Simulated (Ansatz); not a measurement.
InAgTe2, response to strain

Take InAgTe₂ in the chalcopyrite structure (space group I-42d, No. 122; a = 6.4319 Å, c = 12.7658 Å) as the base. Axes: x, y, z lie along a, b, c of the conventional cell.

Strains are applied to the cell and any free atomic positions relax; under biaxial strain the out-of-plane vector relaxes too.

The values are results of PBEsol (Ansatz, a program for electronic structure; PAW; 420 eV plane waves; scalar-relativistic without spin-orbit coupling), not measurements.

Notes on the quantities. energy relative to the base: free energy F.

| variant | band gap | energy relative to the base | volume per atom |
|---|---|---|---|
| base | 0.08 eV | 0 meV/atom | 33.01 Å³ |
| biaxial strain −3.00 %, plane normal [001], relaxed out of plane | zero | +8.0 meV/atom | 32.33 Å³ |
| biaxial strain −1.50 %, plane normal [001], relaxed out of plane | 0.10 eV | … | … |
| biaxial strain −0.75 %, plane normal [001], relaxed out of plane | 0.11 eV | +0.5 meV/atom | 32.85 Å³ |

### Question
What belongs in the blanks?

### Answer

- biaxial strain −1.50 %, plane normal [001], relaxed out of plane, energy relative to the base: +1.9 meV/atom
- biaxial strain −1.50 %, plane normal [001], relaxed out of plane, volume per atom: 32.69 Å³

Spin-orbit coupling, missing from the scalar runs, can matter with Te. Stability against distortions was not tested. The final runs are not spin-polarised. Gaps under 0.05 eV, about the width of the smearing, are given as zero. The zero or small gap of InAgTe2 can change with the level of theory.
